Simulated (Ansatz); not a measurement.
Start from MoS$_{2}$ in the 2H-MoS2 type structure (space group P6_3/mmc, No. 194; a = 3.109 Å, c = 11.709 Å; layered, stacked along the Cartesian z axis).

All numbers come from DFT with PBEsol-D3(BJ), PAW potentials and a 420 eV plane-wave cutoff in Ansatz (a first-principles code), no spin-orbit coupling.

One change was made to it. Results:

```csv
quantity,base,after
volume per atom,16.34 Å³,14.32 Å³
band gap,0.52 eV,zero
c/a ratio,3.766,3.641
```

Task: What was done to the base?
(A) pressure 30 GPa
(B) pressure 7 GPa
(C) pressure 15 GPa
(D) pressure −1 GPa
(E) pressure −2 GPa

Result: C, pressure 15 GPa. For comparison, the volume per atom in the other runs: pressure 7 GPa gives 15.16 Å³; pressure −2 GPa gives 16.92 Å³; pressure 30 GPa gives 13.23 Å³; pressure −1 GPa gives 16.59 Å³.

A case with no gap was solved on a k-mesh chosen for an insulator, which is coarse for it. Load acts through the strain it causes; cell and atoms are relaxed under it. Stability against distortions was not tested. No other phases were tried under pressure. All final runs are without spin polarisation. The zero or small gap of MoS2 under pressure 15 GPa, MoS2 under pressure 7 GPa and MoS2 under pressure 30 GPa can change with the level of theory.
